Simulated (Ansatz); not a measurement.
Hypothetical zinc blende PbTe: response to strain

Base system: PbTe in the zinc blende structure (space group F-43m, No. 216; a hypothetical phase, not in the database extracts checked).

```
CELL_PARAMETERS angstrom
      0.00000     3.64220     3.64220
      3.64220     0.00000     3.64220
      3.64220     3.64220     0.00000
ATOMIC_POSITIONS crystal
  Te 0.75000 0.75000 0.75000
  Pb 0.00000 0.00000 0.00000
```

Cartesian axes are those of the cell as printed.

Strains are applied to the cell and any free atomic positions relax.

Levels (all Ansatz, a quantum-chemistry and plane-wave program, PAW): r2SCAN (500 eV, no spin-orbit coupling); HSE06 (420 eV, no spin-orbit coupling).

Band gaps by level, all at the geometries relaxed with r2SCAN:

| case | r2SCAN | HSE06 |
|---|---|---|
| base | 0.75 eV | 0.97 eV |
| uniaxial strain ε_yy = −1.30 % | 0.66 eV | 0.88 eV |
| strain tensor (xx, yy, zz, yz, xz, xy) = (+0.97, −1.94, +0.87, −0.25, +0.34, −0.08) % | 0.64 eV | 0.86 eV |

Single points use the geometry relaxed with r2SCAN. The hybrid gap comes from the SCF mesh plus the semilocal run's edge points and a few special points and is an upper bound. Spin-orbit coupling, missing from the scalar runs, can matter with Pb and Te. Stability against distortions was not tested.
